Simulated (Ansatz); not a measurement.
Start from AgCl in the rock salt structure (space group Fm-3m, No. 225; a = 5.611 Å).

The values are results of Ansatz (a program for electronic structure), PBE, PAW, cutoff 420 eV, spin-orbit coupling left out, not measurements.

Strains are applied to the cell and any free atomic positions relax.

One change was made to it. Results:

The electron mass changes from 0.27 mₑ (at Γ) to 0.28 mₑ (at Γ); the mean gap deformation potential ΔEg/Δln V amounts to +0.6 eV; the energy rises by 21 meV/atom; the pressure goes from zero to -2.94 GPa.

Problem. What was done to the base?
(A) isotropic strain +2.00 %
(B) isotropic strain −1.50 %
(C) isotropic strain +3.00 %
(D) isotropic strain +1.00 %

Solution. C, isotropic strain +3.00 %. For comparison, the electron mass in the other runs: isotropic strain +1.00 % gives 0.27 mₑ (at Γ); isotropic strain −1.50 % gives 0.27 mₑ (at Γ); isotropic strain +2.00 % gives 0.27 mₑ (at Γ).

Masses are band curvatures over ±0.01 Å⁻¹ around the edge. No phonon test of stability was made.
